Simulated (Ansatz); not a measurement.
Structures of equal composition on the (110) surface of germanium: Ga on one of 2 atoms of the third shell, Cl on every dangling bond; Ga on one of 2 atoms under the surface, Cl on every dangling bond. The slabs share one bottom face, and each structure is named by its start. These are constructed structures in small cells; real faces may alloy, dewet or reconstruct in larger ones, and not all known structures of the face are among them. Slabs of about 16 Å with all that they carry, Fermi-Dirac smearing of 0.025 eV. Bottom of the slabs: built like the top, H on every dangling bond, free. Relaxed from the named starts with such symmetry as they have, on meshes of like density; energies extrapolated to zero smearing; no spin-orbit coupling, no U. Spin-polarised runs, if any, are marked in brackets, and their order is one that fits the cell; the others ran without spin. Where a second, spin-polarised start was run, the lower counts.

Calculation: PBE (plane waves to 420 eV, PAW; Ansatz, an electronic-structure program).

**Question.** Put the candidates in order of energy per 1x1 cell, lowest first, for PBE.

**Answer.** Ga on one of 2 atoms of the third shell, Cl on every dangling bond (0.000 eV (like top atoms buckled by 0.4 Å) [spin start, no net moment], no gap over 0.04 eV on the mesh), Ga on one of 2 atoms under the surface, Cl on every dangling bond (0.019 eV (like top atoms buckled by 0.6 Å) [spin start, no net moment], no gap over 0.04 eV on the mesh)
